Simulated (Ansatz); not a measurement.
The starting structures come from a database of crystals and need not be the phases stable at ambient conditions.

Tunnelling through a barrier is set by its complex band structure: the current falls as exp(−2κd) with the smallest κ.

Consider the following.

```yaml
crystal:
  lattice:
    - [4.80141, 0.00000, 0.00000]
    - [0.00000, 7.86635, 0.00000]
    - [-1.58229, 0.00000, 3.56242]
  atoms:
    - { symbol: La, position: [0.55564, 0.75000, 0.77782] }
    - { symbol: La, position: [0.44436, 0.25000, 0.22218] }
    - { symbol: C, position: [0.00000, 0.00000, 0.50000] }
    - { symbol: C, position: [0.00000, 0.50000, 0.50000] }
    - { symbol: N, position: [0.73584, 0.55262, 0.36792] }
    - { symbol: N, position: [0.26416, 0.44738, 0.63208] }
    - { symbol: N, position: [0.26416, 0.05262, 0.63208] }
    - { symbol: N, position: [0.73584, 0.94738, 0.36792] }
    - { symbol: F, position: [0.83762, 0.25000, 0.91881] }
    - { symbol: F, position: [0.16238, 0.75000, 0.08119] }
```

The cell is taken as given; by r2SCAN it stands under a pressure of -2.7 GPa.

Transport runs along the normal of the first two printed cell vectors.

The gap is the functional's own. No spin-orbit coupling. Mid-gap values are those at the computed energy nearest the middle.

Problem. Compute, with Ansatz (a program for electronic structure) with r2SCAN, the band gap and the smallest decay constant κ at mid-gap.

Solution. Gap 3.10 eV on a 8×4×8 mesh; κ = 0.436 1/Å, at (0.500, 0.000) of the in-plane reciprocal vectors. At the zone centre the slowest state has κ = 0.53 1/Å.
